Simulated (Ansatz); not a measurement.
**A computed series for BN: point defects**

Base system: a 16-atom supercell of BN in the zinc blende structure (space group F-43m, No. 216; a = 3.625 Å) at its relaxed geometry.

One neutral defect a cell, atoms relaxed at fixed cell.

Level of theory: PBE (Ansatz, a quantum-chemistry and plane-wave program; PAW; 420 eV plane waves; spin-orbit coupling left out).

| case | largest displacement of a host atom from its site in the perfect cell | pressure |
|---|---|---|
| perfect supercell | – | 0.0 GPa |
| Al on a B site, symmetric start | 0.13 Å | 36.6 GPa |
| Bi on a N site | 0.53 Å | 95.0 GPa |
| Li interstitial (started 1.57 Å from the nearest host atom), symmetric start | 0.07 Å | 25.8 GPa |
| As on a N site | 0.18 Å | 58.6 GPa |

The magnetic state is the one reached from the starting moments; the real material's order can differ, and small cells can't hold many antiferromagnetic ones. In so small a cell the defect repeats every few ångströms: this is an ordered compound, not a dilute defect. A case with no gap was solved on a k-mesh chosen for an insulator, which is coarse for it. Defects with a symmetric start kept the site's symmetry and may sit on a saddle; the others started slightly shaken. Starting moments died away, wholly or in part, for Al on a B site, Bi on a N site, Li interstitial (started 1.57 Å from the nearest host atom) and As on a N site; another magnetic solution may exist.
